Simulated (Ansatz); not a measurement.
Defect: interstitial Al in 2H silicon carbide, charge state +1. The step: a concerted move, in which Si travels most (a rearrangement that moves the defect's centre by under 1 Å); the atom moves 1.92 Å along (0.00, -0.62, 0.00) of the unit cell; the moving atom starts with neighbours Al at 2.23; C at 1.79, 2 C at 2.02; 2 Si at 2.32 Å and ends with Al at 2.23; C at 1.79, 2 C at 2.02; 2 Si at 2.32 Å. A PBE band in Ansatz (plane-wave PAW, the Γ point alone, 72 host sites, 97 SCF runs with any check of the saddle's order, static, no finite-size correction) gives a forward barrier of 2.14 eV. The saddle point's order was not checked. The host's phase is taken as given; its stability against other phases was not computed. The charge state is imposed; whether it is stable for some Fermi level was not computed. Sites that were not tried may lie lower.

Single points at the band's start and saddle point can refine it. Rough cost of one point, in units of the band's mean SCF on the same machine:

```csv
Level,Cost of one point
"PBE, a 2×2×2 k-point mesh shifted by half a step along c",about 7
"r2SCAN at 500 eV, the Γ point alone",about 5
```

Question: Which of these move the barrier by more than 0.1 eV, and how far does each move it?

Answer: PBE, a 2×2×2 k-point mesh shifted by half a step along c: -0.29 eV; r2SCAN at 500 eV, the Γ point alone: +0.08 eV. Each functional is compared with PBE at the same k-points.

Ansatz is an electronic-structure program.
